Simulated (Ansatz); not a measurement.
Amorphous cells of 8 compositions: the gap between the highest filled and lowest empty level at the zone centre, by PBE and by a single point of HSE06 on the same geometry (PBE, scalar-relativistic without spin-orbit coupling (plane waves to 420 eV, PAW; Ansatz, a quantum-chemistry and plane-wave program); exact exchange cut at the cells' faces). The networks come from melt-quench runs on the CHGNet potential at compositions and starting densities chosen by hand, with anions pushed apart in the CHGNet dynamics, and DFT then relaxed them. The cells are small and were quenched far faster than real films, so single cells scatter. Defect or tail levels can set these gaps. The rows are the first to finish with both values and no moments.

| cell | PBE gap x (eV) | HSE06 gap y (eV) |
|---|---|---|
| A (Si24O51W, 2.57 g/cm3) | 2.33 | 3.84 |
| B (Ti20O41Mg, 3.58 g/cm3) | 2.48 | 3.96 |
| C (Ti20O41Na2, 3.54 g/cm3) | 2.59 | 4.11 |
| D (Ti20O42Si, 3.53 g/cm3) | 2.61 | withheld |
| E (Ti20O41Sr, 3.67 g/cm3) | 2.65 | 4.16 |
| F (Ti20O41Ca, 3.59 g/cm3) | 2.74 | 4.29 |
| G (Ti20O42Hf, 3.88 g/cm3) | 2.78 | 4.33 |
| H (Si24O51Y2, 2.38 g/cm3) | 4.25 | 5.91 |

Fit a straight line through the 7 full rows and predict the withheld value for D (Ti20O42Si, 3.53 g/cm3).

Means: x = 2.831, y = 4.371. Slope = Σ(Δx Δy) / Σ(Δx²) = 2.705 / 2.489 = 1.09; the r.m.s. residual is 0.016. Prediction: 4.371 + 1.09 × (2.61 − 2.831) = 4.13. The run gave 4.20, 0.07 above the line.
